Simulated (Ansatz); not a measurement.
Structures of equal composition on the (113) surface of germanium: 1 pair of surface atoms bonded, Si on one of 4 surface atoms, no caps; 1 pair of surface atoms bonded, Si on one of 4 atoms of the third shell, no caps; 1 pair of surface atoms bonded, Si on one of 4 atoms under the surface, no caps. The slabs share one bottom face, and each structure is named by its start. These are constructed structures in small cells; real faces may alloy, dewet or reconstruct in larger ones, and not all known structures of the face are among them. Slabs of about 14 Å with all that they carry, Fermi-Dirac smearing of 0.025 eV. Bottom of the slabs: built like the top, H on every dangling bond, free. Relaxed from the named starts with such symmetry as they have, on meshes of like density; energies extrapolated to zero smearing; no spin-orbit coupling, no U. Spin-polarised runs, if any, are marked in brackets, and their order is one that fits the cell; the others ran without spin. Where a second, spin-polarised start was run, the lower counts.

Computed with PBE (plane waves to 420 eV, PAW; Ansatz, a quantum-chemistry and plane-wave program).

Problem. Put the candidates in order of energy per 1x1 cell, lowest first, for PBE.

Solution. 1 pair of surface atoms bonded, Si on one of 4 atoms of the third shell, no caps (0.000 eV, gap 0.41 eV on the mesh), 1 pair of surface atoms bonded, Si on one of 4 atoms under the surface, no caps (0.045 eV, gap 0.37 eV on the mesh), 1 pair of surface atoms bonded, Si on one of 4 surface atoms, no caps (0.177 eV, gap 0.39 eV on the mesh)
